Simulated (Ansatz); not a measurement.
A working Ansatz (a quantum-chemistry and plane-wave program) input for Tc2P (Pnma, 12 atoms in the cell) (DFT, PBE, plane waves, default PAW files):

Ansatz 0.2 input:
```yaml
# Tc2P
crystal:
  lattice:
    - [5.25084900, 0.00000000, 0.00000000]
    - [0.00000000, 3.99098700, 0.00000000]
    - [0.00000000, 0.00000000, 7.59013600]
  atoms:
    - { symbol: Tc, position_ang: [2.82495676, 0.99774675, 5.93548635] }
    - { symbol: Tc, position_ang: [0.19953226, 0.99774675, 5.44971765] }
    - { symbol: Tc, position_ang: [2.42589224, 2.99324025, 1.65464965] }
    - { symbol: Tc, position_ang: [5.05131674, 2.99324025, 2.14041835] }
    - { symbol: Tc, position_ang: [0.91364773, 0.99774675, 0.47058843] }
    - { symbol: Tc, position_ang: [3.53907223, 0.99774675, 3.32447957] }
    - { symbol: Tc, position_ang: [4.33720127, 2.99324025, 7.11954757] }
    - { symbol: Tc, position_ang: [1.71177677, 2.99324025, 4.26565643] }
    - { symbol: P, position_ang: [3.68609600, 0.99774675, 0.84250510] }
    - { symbol: P, position_ang: [1.06067150, 0.99774675, 2.95256290] }
    - { symbol: P, position_ang: [1.56475300, 2.99324025, 6.74763090] }
    - { symbol: P, position_ang: [4.19017750, 2.99324025, 4.63757310] }
basis:
  ecutwfc: 500.0
kpoints:
  mp_grid: { grid: [4, 5, 2] }
hamiltonian:
  xc: pbe
  pseudopotentials: { kind: paw }
scf:
  occupations: { method: cold, width: 0.1 }
output:
  forces: true
  eigenvalues: true
  stress: true
```

The run converged in 7 iterations: free energy E − TS (on the zero of these files) -46209.8573 eV; Fermi level (on the code's own zero) 20.73 eV; pressure 1.19 GPa; largest force (vector length) 1.930 eV/Å. Each of these slips is then made, one at a time:

(1)
```diff
-  mp_grid: { grid: [4, 5, 2] }
+  mp_grid: { grid: [4, 5, 2], shift: [1, 1, 1] }
```

(2)
```diff
-  occupations: { method: cold, width: 0.1 }
+  occupations: { method: fixed }
```

(3)
```diff
+  max_iter: 40
+  convergence: { dr2_threshold: 1.0e-22 eV }
```

Problem. Predict the outcome of each change.

Solution. 
(1) A mesh shift typed as a flag of 1. The program stopped before any SCF iteration.
```
Error: invalid value for `kpoints.mp_grid.shift`: each number counts steps of the mesh from Γ, half a step is 0.5 and a whole step moves no point: type 0.5 for a flag of 1, and leave whole steps out of any other number: each must be finite and in (-1, 1); got [1, 1, 1]
```

(2) Fixed (insulator-type) occupations in a metal. The run converged in 9 iterations without an error; against the sound input the free energy goes up by 35.5 meV/atom, the pressure goes from 1.19 to 1.89 GPa and the largest force goes from 1.930 to 1.455 eV/Å. The full log also holds (shortened here): “WARN: iter 1: σ=0 fill of 70 bands saw a band overlap (occupied 21.1222 eV > unoccupied 20.4223 eV) — on an unconverged iterate often a transient of an (band_overlap_at_count)”.

(3) A threshold far tighter than needed, beside a limit on iterations. The run converged in 19 iterations, and against the sound input the free energy stays essentially unchanged (within 1 meV/atom), the pressure stays at 1.19 GPa and the largest force stays at 1.930 eV/Å. It cost iterations: the sound input took 7.

The starting cell was generated: these elements placed on a structure prototype, without a prior relaxation; it need not be a known phase or ordering of this composition. Spin polarisation is off. In the base run, forces exceed 1 eV/Å. Ansatz's pressure includes its estimate of the finite-basis (Pulay) stress. Without a gap this mesh is coarse (it stands for a supercell whose shortest vector is 15 Å).

Left out of this page: 3 runs of the series outside the window shown, repeating another row's setting, or not comparable.
